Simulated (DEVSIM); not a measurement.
System: W/HfO2/p-Ge capacitor, at 300 K.

```csv
layer (left to right),material,thickness (nm),Na (cm⁻³)
1,HfO2,29.0,-
2,Ge,13000,2.1e15
```

Metal gate on the left, work function 4.6 eV. Fixed charge at the semiconductor interface 3e11 cm⁻² (in units of +e); no interface traps.

The device is made up for the run: typed textbook-type constants, with dimensions and the other settings drawn at random. Values at 300 K.

| parameter | HfO2 | Ge |
|---|---|---|
| gap (eV) | 5.7 | 0.664 |
| affinity (eV) | 2.5 | 4 |
| permittivity | 22 | 16 |
| Nc (cm⁻³) | - | 1.04e19 |
| Nv (cm⁻³) | - | 6e18 |

Simulated with DEVSIM: 1D Poisson equation in equilibrium, Boltzmann statistics, complete ionisation; no quantum confinement or tunnelling. Metal contacts follow the ideal Schottky-Mott rule: no Fermi-level pinning, no interface dipoles.

Problem. Tabulate band edges, carrier densities and field at 0.3 V on the gate.

Solution. Energies count from the Fermi level of the right contact; mesh points crowd at the junctions.

```
x (μm)    Ec (eV)  Ev (eV)  n (cm⁻³)  p (cm⁻³)  field (V/cm)
--------  -------  -------  --------  --------  ------------
0.000       1.800   -3.900     < 1e2     < 1e2        -18000
0.001855    1.797   -3.903     < 1e2     < 1e2        -18000
0.006676    1.788   -3.912     < 1e2     < 1e2        -18000
0.01719     1.770   -3.930     < 1e2     < 1e2        -18000
0.02638     1.753   -3.947     < 1e2     < 1e2        -18000
0.02869     1.749   -3.951     < 1e2     < 1e2        -18000
0.03028     0.250   -0.414    6.6e14    6.6e11          9500
0.03701     0.256   -0.408    5.2e14    8.4e11          9300
0.05235     0.270   -0.394    3.0e14    1.4e12          8900
0.09335     0.304   -0.360    8.0e13    5.4e12          7800
0.2089      0.379   -0.285    4.5e12    9.7e13          5100
0.7071      0.457   -0.207    2.2e11    2.0e15           110
1.843       0.458   -0.206    2.1e11    2.1e15           ≈ 0
4.878       0.458   -0.206    2.1e11    2.1e15           ≈ 0
10.68       0.458   -0.206    2.1e11    2.1e15           ≈ 0
12.18       0.458   -0.206    2.1e11    2.1e15           ≈ 0
12.71       0.458   -0.206    2.1e11    2.1e15           ≈ 0
12.91       0.458   -0.206    2.1e11    2.1e15           ≈ 0
13.00       0.458   -0.206    2.1e11    2.1e15           ≈ 0
13.02       0.458   -0.206    2.1e11    2.1e15           ≈ 0
13.03       0.458   -0.206    2.1e11    2.1e15           ≈ 0
13.03       0.458   -0.206    2.1e11    2.1e15           ≈ 0
```
